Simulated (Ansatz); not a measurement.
The starting structures come from a database of crystals and need not be the phases stable at ambient conditions.

The decay constant κ of evanescent states in the gap governs leakage through a thin film.

Consider the following.

```yaml
crystal:
  lattice:
    - [3.73326, 0.00000, 0.00000]
    - [-1.86663, 3.23310, 0.00000]
    - [1.86663, -1.07770, 3.11040]
  atoms:
    - { symbol: Zn, position: [0.00000, 0.00000, 0.00000] }
    - { symbol: S, position: [0.25000, 0.75000, 0.25000] }
```

The cell is strained (lengths across the current scaled by 0.98, ions clamped); by r2SCAN it stands under a pressure of 3.6 GPa.

Transport runs along the normal of the first two printed cell vectors, the (111) (indices of the unstrained crystal) plane of the conventional cell.

The gap is the functional's own. No spin-orbit coupling. Mid-gap values are those at the computed energy nearest the middle.

Q: Predict the band gap and the smallest decay constant κ at mid-gap from r2SCAN (Ansatz, an electronic-structure program).

A: Gap 2.86 eV on a 10×10×10 mesh; κ = 0.177 1/Å, at the zone centre.
